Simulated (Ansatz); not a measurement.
Take Nb$_{3}$Sn in the A15 (Cr3Si type) structure (space group Pm-3n, No. 223; a = 5.2586 Å) as the base. Axes: x, y, z lie along the cube axes.

All numbers come from PBEsol (Ansatz, a first-principles code, PAW, scalar-relativistic without spin-orbit coupling).

Before the change:

The pressure comes out as 0.0 GPa, the volume per atom comes out as 18.18 Å³ and the band gap comes out as zero.

Perturbation: biaxial strain +1.81 %, plane normal [001], relaxed out of plane (Cartesian); in-plane vectors clamped, the third vector and the atoms free.

### Question
What happens to the pressure?

### Answer
The pressure (mean of the normal stresses, compression positive) goes from zero to -3.0 GPa.

### Question
How does this affect the volume per atom?

### Answer
The volume per atom goes up by 0.35 Å³ to 18.53 Å³.

### Question
Estimate the effect on the energy relative to the base.

### Answer
The energy rises by 8.1 meV/atom.

### Question
Estimate the effect on the band gap.

### Answer
The band gap is still zero.

Without a gap, meshes like the base's 9×9×9 leave anisotropic stresses uncertain by several tenths of a GPa, and small strain energies with them. Stability against distortions was not tested. The final runs are not spin-polarised.
